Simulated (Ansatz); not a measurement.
# Pressure series in Hf

Take Hf in the hcp (Mg type) structure (space group P6_3/mmc, No. 194) as the base.

```cif
data_Hf2
_chemical_formula_sum 'Hf2'
_space_group_name_H-M_alt 'P 1'
_space_group_IT_number 1
_cell_length_a 3.20412
_cell_length_b 3.20412
_cell_length_c 5.06894
_cell_angle_alpha 90.000
_cell_angle_beta 90.000
_cell_angle_gamma 120.000
loop_
_space_group_symop_operation_xyz
  'x, y, z'
loop_
_atom_site_label
_atom_site_type_symbol
_atom_site_fract_x
_atom_site_fract_y
_atom_site_fract_z
_atom_site_occupancy
Hf1 Hf 0.33333 0.66667 0.75000 1
Hf2 Hf 0.66667 0.33333 0.25000 1
```

Cell and atoms are relaxed at each pressure.

All numbers come from Ansatz (an electronic-structure program), PBE, PAW, cutoff 420 eV, no spin-orbit coupling, earlier PAW set.

```
P (GPa)  V (Å³/atom)
-------  -----------
-2.01         22.976
-1.01         22.752
1.80          22.169
4.20          21.720
9.01          20.924
17.99         19.708
```

Question: Fit a third-order Birch–Murnaghan equation of state.

Answer: Least squares on P(V) = (3B₀/2)[(V₀/V)^(7/3) − (V₀/V)^(5/3)]·[1 + (3/4)(B₀′ − 4)((V₀/V)^(2/3) − 1)] gives V₀ = 22.53 Å³/atom, B₀ = 107 GPa and B₀′ = 3.4.

Load acts through the strain it causes; cell and atoms are relaxed under it. Whether these cells are dynamically stable was not tested. Competing high-pressure phases were not computed. All final runs are without spin polarisation.
